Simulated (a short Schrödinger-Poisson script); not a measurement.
Gated Al0.2Ga0.8N/GaN polarisation-induced gas

Structure: gated Al0.2Ga0.8N/GaN polarisation-induced gas, at 20 K.

| layer | material | thickness (nm) | Na (cm⁻³) |
|---|---|---|---|
| 1 | Al0.2Ga0.8N | 10 | - |
| 2 | GaN | 6000 | 7e15 |

The device is made up for the run: typed textbook-type constants, with dimensions and the other settings drawn at random. Al0.2Ga0.8N: permittivity 9.38, conduction-band edge (eV) 0.262, gap (eV) 3.804, electron mass (mₑ) 0.224, Nv at 300 K (cm⁻³) 4.6e19. GaN: permittivity 9.5, conduction-band edge (eV) 0, gap (eV) 3.43, Nv at 300 K (cm⁻³) 4.6e19.

Channel valleys (confinement mass, in-plane density-of-states mass, number): Γ 0.2, 0.2, 1. At the gate the conduction-band edge of layer 1 lies 1.1 eV − eVg above the Fermi level of the channel; the field vanishes at the back. Sheet of polarisation charge: +9.4e12 e/cm² at 10 nm from the gate. The barrier under the gate holds no holes. Gaps are held at their typed values at every temperature. Mesh 0.08 nm at interfaces.

Solved with a short Schrödinger-Poisson script written for these runs: 1D Poisson equation in equilibrium, electrons quantum, Hartree plus LDA exchange-correlation (BenDaniel-Duke, 40 states a valley, the channel's in-plane mass for all, wave functions free to enter the barrier), parabolic valleys, classical holes, full ionisation, no traps, pinning or gate leakage.

| Vg (V) | electrons (cm⁻²) | in the channel layer | C (μF/cm²) | Γ E0 (meV) | Γ E1 (meV) |
|---|---|---|---|---|---|
| 0.5 | 6.10e12 | 5.52e12 | 0.764 | -73.0 | 23.3 |
| 0.4 | 5.62e12 | 5.14e12 | 0.760 | -67.3 | 26.6 |
| 0.3 | 5.15e12 | 4.75e12 | 0.755 | -61.7 | 29.8 |
| 0.2 | 4.68e12 | 4.35e12 | 0.751 | -56.0 | 32.8 |
| 0.1 | 4.21e12 | 3.95e12 | 0.747 | -50.4 | 35.7 |
| 0 | 3.75e12 | 3.54e12 | 0.742 | -44.9 | 38.4 |
| -0.1 | 3.29e12 | 3.12e12 | 0.738 | -39.4 | 40.9 |
| -0.2 | 2.83e12 | 2.70e12 | 0.733 | -33.9 | 43.2 |
| -0.3 | 2.37e12 | 2.28e12 | 0.727 | -28.4 | 45.2 |
| -0.4 | 1.92e12 | 1.86e12 | 0.721 | -23.0 | 47.0 |
| -0.5 | 1.47e12 | 1.43e12 | 0.715 | -17.6 | 48.5 |
| -0.6 | 1.03e12 | 1.01e12 | 0.708 | -12.3 | 49.5 |
| -0.7 | 5.89e11 | 5.80e11 | 0.702 | -7.0 | 49.9 |
| -0.8 | 1.52e11 | 1.50e11 | 0.701 | -1.1 | 49.7 |

Gate voltages with under 1e6 electrons/cm² are left out.

Subbands count from the Fermi level.
